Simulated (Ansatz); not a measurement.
**Pressure series in W**

Start from W in the bcc (W type) structure (space group Im-3m, No. 229; a = 3.1693 Å).

Cell and atoms are relaxed at each pressure.

Computed with r2SCAN/PAW in Ansatz (a quantum-chemistry and plane-wave program), no spin-orbit coupling.

Notes on the quantities. enthalpy: H = E + PV relative to the base's energy.

```csv
change,enthalpy,volume per atom
base,–,15.92 Å³
pressure −2 GPa,-0.20 eV/atom,16.02 Å³
pressure −1 GPa,-0.10 eV/atom,15.97 Å³
pressure 3 GPa,+0.30 eV/atom,15.77 Å³
pressure 7 GPa,+0.69 eV/atom,___
pressure 15 GPa,+1.46 eV/atom,15.24 Å³
pressure 30 GPa,+2.86 eV/atom,___
pressure 50 GPa,+4.65 eV/atom,14.08 Å³
pressure 75 GPa,+6.80 eV/atom,13.46 Å³
pressure 100 GPa,+8.86 eV/atom,12.95 Å³
```

Task: Some entries are withheld; estimate them.

Result: 
- pressure 7 GPa, volume per atom: 15.58 Å³
- pressure 30 GPa, volume per atom: 14.69 Å³

Load acts through the strain it causes; cell and atoms are relaxed under it. Stability against distortions was not tested. Competing high-pressure phases were not computed. All final runs are without spin polarisation.
